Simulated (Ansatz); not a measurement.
Base system: KTaO3 in the cubic perovskite structure (space group Pm-3m, No. 221; a = 3.9893 Å).

Computed with Ansatz (a first-principles code), r2SCAN, PAW, cutoff 500 eV, without spin-orbit coupling, earlier PAW set.

One change was made to it. Results:

| quantity | base | after |
|---|---|---|
| volume per atom | 12.70 Å³ | 12.21 Å³ |
| smallest direct gap | 3.30 eV | 3.38 eV |

Q: Name the change that was made.
A) pressure 18 GPa
B) pressure 60 GPa
C) pressure 9 GPa

A: C, pressure 9 GPa. For comparison, the smallest direct gap in the other runs: pressure 60 GPa gives 3.52 eV; pressure 18 GPa gives 3.44 eV.

Spin-orbit coupling, missing from the scalar runs, can matter with Ta. Load acts through the strain it causes; cell and atoms are relaxed under it. Stability against distortions was not tested. No other phases were tried under pressure.
